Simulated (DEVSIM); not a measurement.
System: Cr/Al2O3/p-In0.53Ga0.47As capacitor, at 250 K.

| layer (left to right) | material | thickness (nm) | Na (cm⁻³) |
|---|---|---|---|
| 1 | Al2O3 | 7.70 | - |
| 2 | In0.53Ga0.47As | 2700 | 4.3e16 |

Metal gate on the left, work function 4.5 eV. Fixed charge at the semiconductor interface 6.6e11 cm⁻² (in units of +e); no interface traps.

Constants are typed, rounded textbook-type inputs, not results; the design itself was drawn at random and stands for no fabricated device. Values at 300 K; Nc and Nv go as T^1.5, mobilities as T to minus their exponent, the gap by Varshni's rule with the affinity fixed.

```
parameter         Al2O3  In0.53Ga0.47As
----------------  -----  --------------
gap (eV)            6.8            0.74
affinity (eV)      1.35            4.51
permittivity          9            13.9
Nc (cm⁻³)             -          2.1e17
Nv (cm⁻³)             -          7.7e18
Varshni α (eV/K)      -         0.00035
Varshni β (K)         -             190
```

Model (solved in DEVSIM): 1D Poisson equation in equilibrium, Boltzmann statistics, complete ionisation; no quantum confinement or tunnelling. Metal contacts follow the ideal Schottky-Mott rule: no Fermi-level pinning, no interface dipoles.

The substrate doping was swept, all else fixed.

```
substrate doping (cm^-3)  flat-band voltage (V)  minimum of the low-frequency capacitance (μF/cm²)
------------------------  ---------------------  -------------------------------------------------
2.2e15                                    -0.70                                         (withheld)
4.3e15                                    -0.71                                             0.0316
8.6e15                                    -0.73                                             0.0430
2.2e16                                    -0.75                                             0.0645
4.3e16                                    -0.76                                             0.0853
8.6e16                                    -0.78                                              0.114
```

Question: What belongs in the gaps?

Answer: 
- 2.2e15, minimum of the low-frequency capacitance (μF/cm²): 0.0237
